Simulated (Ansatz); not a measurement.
The starting structures come from a database of crystals and need not be the phases stable at ambient conditions.

By PBEsol, the system below comes out a metal.

The ballistic (Sharvin) conductance counts the channels at the Fermi level: G/A = (e²/h) × channels of both spins per area.

Given:

```yaml
crystal:
  lattice:
    - [2.96643, 0.00000, 0.00000]
    - [0.00000, 4.19516, 0.00000]
    - [1.48321, 2.09758, 1.48321]
  atoms:
    - { symbol: V, position: [0.00000, 0.00000, 0.00000] }
    - { symbol: H, position: [0.50000, 0.75000, 0.00000] }
    - { symbol: H, position: [0.50000, 0.25000, 0.00000] }
```

Space group of this cell: Fm-3m, fluorite. The cell is taken as given; by PBEsol its mean pressure is -4.0 GPa.

The current flows along the normal of the first two printed cell vectors, the (110) plane of the conventional cell. No spin-orbit coupling; the value is a mean over 0.1 eV about the Fermi level.

Problem. Give the ballistic conductance per area that PBEsol (Ansatz, a quantum-chemistry and plane-wave program) yields.

Solution. 1.0 × 10¹⁵ S/m² for both spins.
